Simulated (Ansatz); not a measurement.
The starting structures come from a database of crystals and need not be the phases stable at ambient conditions.

Tunnelling through a barrier is set by its complex band structure: the current falls as exp(−2κd) with the smallest κ.

Given:

```
CELL_PARAMETERS angstrom
      7.18777     0.00000     0.00000
      0.00000     7.32650     0.00000
      3.59388     0.00000     2.07493
ATOMIC_POSITIONS crystal
  La 0.33333 0.75000 0.00000
  La 0.66667 0.25000 0.00000
  F  0.66667 0.92003 0.00000
  F  0.33333 0.07997 0.00000
  F  0.33333 0.42003 0.00000
  F  0.66667 0.57997 0.00000
  F  0.00000 0.25000 0.00000
  F  0.00000 0.75000 0.00000
```

Space group of this cell: P6_3/mmc. The cell is taken as given; by r2SCAN its mean pressure is 0.8 GPa.

Transport runs along the normal of the first two printed cell vectors, the (110) plane of the conventional cell.

The gap is the functional's own. No spin-orbit coupling. Mid-gap values are interpolated on the energy grid.

Task: State the band gap and the smallest decay constant κ at mid-gap according to r2SCAN run with Ansatz (a quantum-chemistry and plane-wave program).

Result: Gap 6.80 eV on a 14×4×14 mesh; κ = 0.568 1/Å, at the zone centre.
